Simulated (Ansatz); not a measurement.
**Pressure series in Cu**

Consider Cu in the fcc (Cu type) structure (space group Fm-3m, No. 225).

```cif
data_Cu4
_chemical_formula_sum 'Cu4'
_space_group_name_H-M_alt 'Fm-3m'
_space_group_IT_number 225
_space_group_name_Hall '-F 4 2 3'
_cell_length_a 3.62969
_cell_length_b 3.62969
_cell_length_c 3.62969
_cell_angle_alpha 90.000
_cell_angle_beta 90.000
_cell_angle_gamma 90.000
loop_
_atom_site_label
_atom_site_type_symbol
_atom_site_symmetry_multiplicity
_atom_site_Wyckoff_symbol
_atom_site_fract_x
_atom_site_fract_y
_atom_site_fract_z
_atom_site_occupancy
Cu1 Cu 4 a 0.00000 0.00000 0.00000 1
```
(The calculation used a cell of 1 atom; values per cell refer to that cell.)

Cell and atoms are relaxed at each pressure.

Levels (all Ansatz, a quantum-chemistry and plane-wave program, PAW): PBE (420 eV, spin-orbit coupling left out); PBEsol (420 eV, scalar-relativistic without spin-orbit coupling).

The base cell above is that of PBE; each level relaxes its own structures.

| case | shortest interatomic distance, PBE | shortest interatomic distance, PBEsol |
|---|---|---|
| pressure −2 GPa | 4.874 bohr | 4.782 bohr |
| pressure −1 GPa | 4.862 bohr | 4.772 bohr |
| pressure 3 GPa | 4.818 bohr | 4.735 bohr |
| pressure 7 GPa | 4.779 bohr | 4.702 bohr |
| pressure 15 GPa | 4.714 bohr | 4.646 bohr |
| pressure 30 GPa | 4.618 bohr | 4.561 bohr |
| pressure 50 GPa | 4.523 bohr | 4.474 bohr |
| pressure 75 GPa | 4.432 bohr | 4.390 bohr |
| pressure 100 GPa | 4.360 bohr | 4.323 bohr |

PBE lies above PBEsol in every row, by 0.037 bohr to 0.092 bohr. They put the cases in the same order.

Load acts through the strain it causes; cell and atoms are relaxed under it. No phonon test of stability was made. Competing high-pressure phases were not computed. All final runs are without spin polarisation.
